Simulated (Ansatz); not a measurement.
The starting structures come from a database of crystals and need not be the phases stable at ambient conditions.

Given:

```yaml
crystal:
  lattice:
    - [4.22178, 0.00000, 0.00000]
    - [0.00000, 7.40480, 0.00000]
    - [1.57213, 0.00000, 3.93090]
  atoms:
    - { symbol: Ag, position: [0.88611, 0.75000, 0.89597] }
    - { symbol: Ag, position: [0.11389, 0.25000, 0.10403] }
    - { symbol: Ag, position: [0.50000, 0.00000, 0.50000] }
    - { symbol: Ag, position: [0.50000, 0.50000, 0.50000] }
    - { symbol: S, position: [0.27249, 0.75000, 0.28478] }
    - { symbol: S, position: [0.72751, 0.25000, 0.71522] }
```

Space group of this cell: P2_1/m. The cell is taken as given; by PBEsol its mean pressure is -3.1 GPa.

These are PBEsol (plane waves, PAW; Ansatz, a program for electronic structure) values and carry that method's errors.

The current runs along the normal of the first two printed vectors; no spin-orbit coupling. Scaled by the factor s: both lengths across the current (ions clamped). Meshes 8×4×8 and 8×4 across the current in all rows.

```tsv
s	mean pressure (GPa)	band gap (eV)
0.98	-0.4	0.96
1.00	-3.1	1.10
1.02	-5.3	?
```

Question: Take the slope of the band gap against ln s from the two given rows, extrapolate to s = 1.02, and say what the run there gives.

Answer: Slope = (0.96 − 1.10) / ln 0.98 = 6.93 eV. The line gives 1.10 + (6.93) × ln 1.02 = 1.24 eV. The run gives 1.19 eV, 0.05 eV under the line, 34 % of the predicted step.
